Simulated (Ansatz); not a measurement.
# MgO: pressure series

Start from MgO in the rock salt structure (space group Fm-3m, No. 225; a = 4.2539 Å).

Cell and atoms are relaxed at each pressure.

Method: Ansatz (a quantum-chemistry and plane-wave program) PBE, spin-orbit coupling left out.

Candidates:
(a) pressure 0.7 GPa
(b) pressure 10 GPa
(c) pressure 1.5 GPa
(d) pressure −1 GPa
(e) pressure 7.5 GPa

Before the change:

- Band gap = 4.46 eV

Question: Order them by band gap, highest first.

Answer: (b) pressure 10 GPa (5.04 eV), (e) pressure 7.5 GPa (4.90 eV), (c) pressure 1.5 GPa (4.55 eV), (a) pressure 0.7 GPa (4.50 eV), (d) pressure −1 GPa (4.40 eV)

Load acts through the strain it causes; cell and atoms are relaxed under it. No phonon test of stability was made. Competing high-pressure phases were not computed. The base started in P3_121 and relaxed to Fm-3m at this level.
